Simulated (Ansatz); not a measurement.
The starting structures come from a database of crystals and need not be the phases stable at ambient conditions.

Inside the gap of an insulator the Bloch states are evanescent, with a wavenumber k + iκ along the transport direction.

Consider the following.

```
CELL_PARAMETERS angstrom
      2.86542     0.00000     0.00000
      0.00000     8.30113     0.00000
      1.43271     0.00000     5.10825
ATOMIC_POSITIONS crystal
  Na 0.60474 0.15244 0.79052
  Na 0.39526 0.65244 0.20948
  Na 0.14857 0.83078 0.70286
  Na 0.85143 0.33078 0.29714
  Ni 0.87795 0.99838 0.24410
  Ni 0.12205 0.49838 0.75590
  O  0.27769 0.09353 0.44462
  O  0.72231 0.59353 0.55538
  O  0.48017 0.91016 0.03966
  O  0.51983 0.41016 0.96034
```

Space group of this cell: Cmc2_1. The cell is taken as given; by r2SCAN its mean pressure is -5.3 GPa.

Transport runs along the normal of the first two printed cell vectors.

No gap correction and no spin-orbit coupling; mid-gap values are interpolated between computed energies.

Predict the band gap and the smallest decay constant κ at mid-gap from r2SCAN (Ansatz, a program for electronic structure).

Gap 1.33 eV on a 12×4×12 mesh; κ = 0.543 1/Å, at the zone centre.
